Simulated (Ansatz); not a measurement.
The reference is NbN in the rock salt structure (space group Fm-3m, No. 225; a = 4.422 Å; relaxed with 0.1 eV smearing).

Calculations: Ansatz (a quantum-chemistry and plane-wave program) PBE, spin-orbit coupling left out.

Before the change:

The band gap comes out as zero.

It is then changed as follows: the cell is scaled by 0.9933 in all directions; the atoms relax in the strained cell.

**Question.** How does this affect the energy relative to the base?

**Answer.** The energy rises by 4.3 meV/atom.

**Question.** Estimate the effect on the band gap.

**Answer.** The band gap stays zero.

Stability against distortions was not tested. All final runs are without spin polarisation.
